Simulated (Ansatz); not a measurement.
# K2S, pressure series

Base system: K2S in the anti-fluorite structure (space group Fm-3m, No. 225; a = 7.462 Å).

Cell and atoms are relaxed at each pressure.

Method: PBE in Ansatz (plane waves to 420 eV, PAW, no SOC).

Candidates:
(a) pressure 0.7 GPa
(b) pressure 1.5 GPa
(c) pressure −1 GPa
(d) pressure 5 GPa

Base values:

The band gap is 2.32 eV.

Question: Order them by band gap, highest first.

Answer: (d) pressure 5 GPa (2.80 eV), (b) pressure 1.5 GPa (2.50 eV), (a) pressure 0.7 GPa (2.41 eV), (c) pressure −1 GPa (2.17 eV)

Load acts through the strain it causes; cell and atoms are relaxed under it. No phonon test of stability was made. No other phases were tried under pressure.

Ansatz is a first-principles code.
